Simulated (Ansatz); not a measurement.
Take CdTe in the zinc blende structure (space group F-43m, No. 216; a = 6.409 Å) as the base. Axes: x, y, z lie along the cube axes.

The values are results of LDA, PAW, 420 eV (Ansatz, an electronic-structure program; scalar-relativistic without spin-orbit coupling), not measurements.

Strains are applied to the cell and any free atomic positions relax.

One change was made to it. Results:

The energy increases by 1.8 meV/atom; the band gap decreases by 0.08 eV, from 0.61 eV to 0.53 eV.

Task: Which of these changes matches the shifts?
A. tensor shear ε_xy = +2.00 %
B. tensor shear ε_xy = +1.43 %
C. tensor shear ε_xy = +0.57 %

Result: B, tensor shear ε_xy = +1.43 %. For comparison, the energy relative to the base in the other runs: tensor shear ε_xy = +0.57 % gives +0.3 meV/atom; tensor shear ε_xy = +2.00 % gives +3.5 meV/atom.

With Te present, leaving out spin-orbit coupling can change the band edges. Stability against distortions was not tested.
